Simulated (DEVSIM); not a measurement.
GaN n+/n-/n+ resistor

Structure: GaN n+/n-/n+ resistor, at 300 K.

```csv
layer (left to right),material,thickness (μm),Nd (cm⁻³),τn (s),τp (s)
1,GaN,0.240,3.1e17,1.3e-8,1.3e-8
2,GaN,2.20,3e15,1.3e-8,1.3e-8
3,GaN,0.690,6.5e17,1.3e-8,1.3e-8
```

Left contact: ohmic. Right contact: ohmic. Voltage is applied to the left contact. Recombination: SRH at mid-gap, radiative. Mobility is constant in doping.

Constants are typed, rounded textbook-type inputs, not results; the design itself was drawn at random and stands for no fabricated device. Values at 300 K.

| parameter | GaN |
|---|---|
| gap (eV) | 3.43 |
| affinity (eV) | 4.1 |
| permittivity | 9.5 |
| Nc (cm⁻³) | 2.3e18 |
| Nv (cm⁻³) | 4.6e19 |
| μn (cm²/Vs) | 1200 |
| μp (cm²/Vs) | 100 |
| B (cm³/s) | 1e-11 |

Model (solved in DEVSIM): 1D drift-diffusion, Boltzmann statistics, complete ionisation; no tunnelling, impact ionisation, image-force lowering or self-heating.

Dark forward current:

```
V (V)  J (A/cm²)
-----  ---------
0.05         140
0.15         430
0.25         720
0.35        1000
0.45        1300
0.55        1600
0.65        1900
0.75        2200
0.85        2500
0.95        2700
1.10        3200
1.20        3500
1.30        3800
1.40        4100
1.50        4300
1.60        4600
1.70        4900
1.80        5200
1.90        5500
2.00        5800
```
